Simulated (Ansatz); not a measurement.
Given:

```xyz
3
Lattice="3.8098 0.0000 0.0000 -1.9049 3.2994 0.0000 0.0000 0.0000 6.1522" Properties=species:S:1:pos:R:3 pbc="T T T"
Zr     0.0000     0.0000     0.0000
Se     0.0000     2.1996     1.5708
Se     1.9049     1.0998     4.5814
```

No spin polarisation.

Level of theory: PBE-D3(BJ) (Ansatz, an electronic-structure program, PAW, spin-orbit coupling left out). Γ-centred 14×14×8 mesh, Fermi–Dirac width 0.05 eV.

Problem. Predict the gap character.

Solution. Indirect, Γ → L.

Problem. What is the computed band gap?

Solution. 0.28 eV.

Problem. Estimate the pressure (mean of the normal stresses, compression positive).

Solution. -2.0 GPa.

The cells carry an imposed strain or load. Whether these cells are dynamically stable was not tested. The cell was made from ZrSe₂ in the CdI2 type structure (space group P-3m1, No. 164; layered, stacked along the Cartesian z axis) by this change: isotropic strain +2.00 %. A zero or small gap of ZrSe2 can be the functional's error rather than a property of the material.
